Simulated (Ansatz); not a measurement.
The reference is C in the diamond structure (space group Fd-3m, No. 227).

```xyz
2
Lattice="0.0000 1.7801 1.7801 1.7801 0.0000 1.7801 1.7801 1.7801 0.0000" Properties=species:S:1:pos:R:3 pbc="T T T"
C      0.0000     0.0000     0.0000
C      0.8901     0.8901     0.8901
```

Cartesian axes are those of the cell as printed.

Method: Ansatz (a quantum-chemistry and plane-wave program) r2SCAN, no SOC.

Strains are applied to the cell and any free atomic positions relax.

One change was made to it. Results:

```tsv
quantity	base	after
shortest interatomic distance	2.913 bohr	2.886 bohr
smallest direct gap	5.90 eV	5.41 eV
```

**Question.** Which of these changes matches the shifts?
(A) uniaxial strain ε_zz = −4.26 %
(B) tensor shear ε_yz = +3.39 %
(C) strain tensor (xx, yy, zz, yz, xz, xy) = (+0.66, −1.38, −0.33, −0.84, +0.12, −0.25) %
(D) tensor shear ε_xy = +0.96 %

**Answer.** C, strain tensor (xx, yy, zz, yz, xz, xy) = (+0.66, −1.38, −0.33, −0.84, +0.12, −0.25) %. For comparison, the smallest direct gap in the other runs: tensor shear ε_yz = +3.39 % gives 4.81 eV; tensor shear ε_xy = +0.96 % gives 5.59 eV; uniaxial strain ε_zz = −4.26 % gives 5.19 eV.

Stability against distortions was not tested.
